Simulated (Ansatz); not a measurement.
Start from Be in the hcp (Mg type) structure (space group P6_3/mmc, No. 194; a = 2.2552 Å, c = 3.5580 Å; relaxed with 0.1 eV smearing).

The values are results of Ansatz (a program for electronic structure) PBEsol, scalar-relativistic without spin-orbit coupling, not measurements.

Strains are applied to the cell and any free atomic positions relax.

One change was made to it. Results:

```csv
quantity,base,after
"pressure (mean of the normal stresses, compression positive)",0.0 GPa,13.2 GPa
energy relative to the base (free energy F),0 meV/atom,+26 meV/atom
```

### Question
What was done to the base?
A) isotropic strain −0.50 %
B) isotropic strain −3.00 %
C) isotropic strain −2.50 %

### Answer
B, isotropic strain −3.00 %. For comparison, the energy relative to the base in the other runs: isotropic strain −0.50 % gives +0.7 meV/atom; isotropic strain −2.50 % gives +18 meV/atom.

Whether these cells are dynamically stable was not tested.
